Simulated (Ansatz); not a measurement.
Ansatz (an electronic-structure program) run on Ni3Ge (Pm-3m, 4 atoms in the cell): relaxation of cell and atoms.

Computed with PBEsol, PAW files made with PBE (plane waves; Ansatz).

The change in words: atoms on their sites; basis.ecutwfc: 420 eV → 295 eV; relax: default → cell and atoms. Reference geometry:
```xyz
4
Lattice="3.5409 0.0000 0.0000 0.0000 3.5409 0.0000 0.0000 0.0000 3.5409" Properties=species:S:1:pos:R:3 pbc="T T T"
Ni     1.7705     0.0000     1.7705
Ni     0.0500     1.7705     1.7705
Ni     1.7705     1.7705     0.0000
Ge     0.0000     0.0000     0.0000
```

Reference input (self-consistent single point, DFT, PBEsol, plane waves, PAW files made with PBE): basis.ecutwfc = 420 eV; kpoints.mp_grid.grid = 9 9 9; hamiltonian.xc = pbesol; hamiltonian.pseudopotentials = {kind: paw} (the program's default PAW files); scf.occupations.method = gaussian; scf.occupations.width = 0.1 eV. This run's input differs from it in these lines:

Ansatz 0.2 input:
```diff
@@ -7,3 +7,3 @@
     - { symbol: Ni, position: [0.500000, 0.000000, 0.500000] }
-    - { symbol: Ni, position: [0.014121, 0.500000, 0.500000] }
+    - { symbol: Ni, position: [0.000000, 0.500000, 0.500000] }
     - { symbol: Ni, position: [0.500000, 0.500000, 0.000000] }
@@ -11,3 +11,3 @@
 basis:
-  ecutwfc: 420.0
+  ecutwfc: 295.0
 kpoints:
@@ -19,2 +19,4 @@
   occupations: { method: gaussian, width: 0.1 }
+relax:
+  cell: {}
 output:
```

Output, abridged:

```
   [... SCF lines of the steps left out ...]
relax step   1: F+E_penalty+E_count = -21668.37749149 eV  Δ(F+E_penalty+E_count) = +0.000e0 eV  max|allowed force component| = 5.700e-29 eV/Å  Δτ_max = 0.0000 Å  P = +3.040 GPa  Ω = 44.396 Å³  (9 SCF iters, dr2 threshold 1.00e-7 eV, accepted)
relax step   2: F+E_penalty+E_count = -21668.26712962 eV  Δ(F+E_penalty+E_count) = +1.104e-1 eV  max|allowed force component| = 2.758e-29 eV/Å  Δτ_max = 0.0000 Å  P = -1.214 GPa  Ω = 44.767 Å³  energy of the carried Pulay correction = -1.125e-1 eV  [...]
   [... lines left out ...]
relax step  11: F+E_penalty+E_count = -21668.39904220 eV  Δ(F+E_penalty+E_count) = +7.504e-3 eV  max|allowed force component| = 1.558e-29 eV/Å  Δτ_max = 0.0000 Å  P = +0.001 GPa  Ω = 45.054 Å³  energy of the carried Pulay correction = -7.517e-3 eV  [...]
relax step  12: F+E_penalty+E_count = -21668.40561664 eV  Δ(F+E_penalty+E_count) = -6.574e-3 eV  max|allowed force component| = 2.985e-29 eV/Å  Δτ_max = 0.0000 Å  P = +0.042 GPa  Ω = 45.054 Å³  stress off target by 4.18e-2 GPa  SCF on the basis [...]
basis re-selected at this cell: Δ(F+E_penalty+E_count) = -6.574e-3 eV, ΔP = +0.041 GPa vs the last step
the relaxation is at rest under the 48 symmetry operations that the run kept from its start: a minimum is not shown …
Free energy (F): -21668.405617 eV
Internal energy: -21668.395802 eV  (E = F + TS)
E sigma→0 (E₀):  -21668.400710 eV
Entropy (-TS):   -0.009814 eV (-2.454 meV/atom)
Fermi energy:    17.798295 eV
--- Forces (eV/Å), atoms counted from 1 ---
  atom   1  Ni    -0.00000000     0.00000000     0.00000000
   [... zero for the other atoms too ...]
   [... lines left out ...]
  cell:  # Å, volume = 45.0535 Å³
   [... lines left out ...]
    - [3.0092655381050555e-35, 1.2839532962581572e-34, 3.5583029311814554]
  atoms:
    - { symbol: Ni, position: [0.5, 6.19685138690465e-38, 0.5] }
    - { symbol: Ni, position: [2.301687658176935e-37, 0.5, 0.5] }
    - { symbol: Ni, position: [0.5, 0.5, 6.639483630153572e-38] }
    - { symbol: Ge, position: [2.3016876583566933e-37, -1.5049496228809172e-37, -7.524748114196861e-38] }
```

The run converged.  The full log also holds: “iter 5 did not close the SCF: its close was put off for the readings that it lacked (scf_convergence_deferred on its scf_iter line)”. The full log also holds: “iter 5 did not close the SCF: its close was put off for the readings that it lacked (scf_convergence_deferred on its scf_iter line)”.

Summary of the result:
```
Quantity                                                                                                                Value
-----------------------------------------------  ----------------------------------------------------------------------------
Free energy E − TS (on the zero of these files)                                                                -21668.4056 eV
Fermi level (on the code's own zero)                                                                                 17.80 eV
Pressure                                                                                                             0.04 GPa
Final cell                                       a = 3.5583 Å, b = 3.5583 Å, c = 3.5583 Å, α = 90.00°, β = 90.00°, γ = 90.00°
Final volume per atom                                                                                                11.26 Å³
Relaxation steps                                                                                                           12
```

The starting cell comes from a database of computed structures (which also holds hypothetical and non-ambient phases and stackings), without a prior relaxation at this level. Its lattice was rescaled by up to half a per cent. Spin polarisation is off. The relaxation keeps the symmetry of its start, so its end need not be a minimum. Ansatz's pressure includes its estimate of the finite-basis (Pulay) stress. Without the estimate this run gives -46.99 GPa. The cutoff lies below the one recommended for these files.
